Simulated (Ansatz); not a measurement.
The cell is built on a prototype and need not be the phase stable at ambient conditions.

Inside the gap of an insulator the Bloch states are evanescent, with a wavenumber k + iκ along the transport direction.

Here is the system:

```xyz
7
Lattice="6.0334 0.3996 0.0000 1.9857 5.7112 0.0000 2.0238 -2.6558 3.3390" Properties=species:S:1:pos:R:3 pbc="T T T"
In     4.0096     3.0554     0.0000
In     7.0262     3.2552     1.6695
Zn     0.0000     0.0000     0.0000
O      4.1418     0.9844    -0.1123
O      4.0716     1.0765     3.4514
O      6.8800     1.1860     1.6116
O      4.9924     3.6631     1.7274
```

Space group of this cell: I-4. The cell was relaxed by PBE-D3(BJ); by r2SCAN its mean pressure is -2.6 GPa.

Transport runs along the normal of the first two printed cell vectors.

The gap is the functional's own. No spin-orbit coupling. Mid-gap values are interpolated on the energy grid.

Problem. Predict the band gap and the smallest decay constant κ at mid-gap from r2SCAN (Ansatz, a quantum-chemistry and plane-wave program).

Solution. Gap 1.25 eV on a 10×10×10 mesh; κ = 0.141 1/Å, at the zone centre.
